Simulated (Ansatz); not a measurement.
# A computed series for hypothetical rock salt BAs: pressure series

Start from BAs in the rock salt structure (space group Fm-3m, No. 225; a = 4.6136 Å; a hypothetical phase, not in the database extracts checked).

Cell and atoms are relaxed at each pressure.

Computed with Ansatz (a quantum-chemistry and plane-wave program), PBE, PAW, cutoff 420 eV, without spin-orbit coupling.

```json
[
 {"P (GPa)": "-1.99", "V (Å³/atom)": "12.473"},
 {"P (GPa)": "-0.99", "V (Å³/atom)": "12.372"},
 {"P (GPa)": "0.30", "V (Å³/atom)": "12.247"},
 {"P (GPa)": "0.70", "V (Å³/atom)": "12.210"},
 {"P (GPa)": "1.50", "V (Å³/atom)": "12.138"},
 {"P (GPa)": "3.00", "V (Å³/atom)": "12.007"},
 {"P (GPa)": "4.99", "V (Å³/atom)": "11.844"},
 {"P (GPa)": "7.49", "V (Å³/atom)": "11.656"},
 {"P (GPa)": "9.99", "V (Å³/atom)": "11.482"}
]
```

### Question
Fit a third-order Birch–Murnaghan equation of state.

### Answer
Least squares on P(V) = (3B₀/2)[(V₀/V)^(7/3) − (V₀/V)^(5/3)]·[1 + (3/4)(B₀′ − 4)((V₀/V)^(2/3) − 1)] gives V₀ = 12.28 Å³/atom, B₀ = 129 GPa and B₀′ = 4.3.

Load acts through the strain it causes; cell and atoms are relaxed under it. Whether these cells are dynamically stable was not tested. Competing high-pressure phases were not computed. The final runs are not spin-polarised.
